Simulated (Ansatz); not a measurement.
Consider Re in the diamond structure (space group Fd-3m, No. 227; a hypothetical phase, not in the database extracts checked; relaxed with 0.1 eV smearing).

```yaml
crystal:
  lattice:
    - [0.00000, 2.79723, 2.79723]
    - [2.79723, 0.00000, 2.79723]
    - [2.79723, 2.79723, 0.00000]
  atoms:
    - { symbol: Re, position: [0.25000, 0.25000, 0.25000] }
    - { symbol: Re, position: [0.00000, 0.00000, 0.00000] }
```

The values are results of PBEsol in Ansatz (plane waves to 420 eV, PAW, no spin-orbit coupling), not measurements.

Base values:

The pressure comes out as 0.0 GPa and the band gap is zero.

It is then changed as follows: the cell is scaled by 1.0299 in all directions; the atoms relax in the strained cell.

Q: What does the calculation give for the energy relative to the base, pressure and band gap after the change?

A: The energy increases by 96 meV/atom; the pressure goes from zero to -14.0 GPa; the band gap remains zero.

No phonon test of stability was made. All final runs are without spin polarisation.

Ansatz is an electronic-structure program.
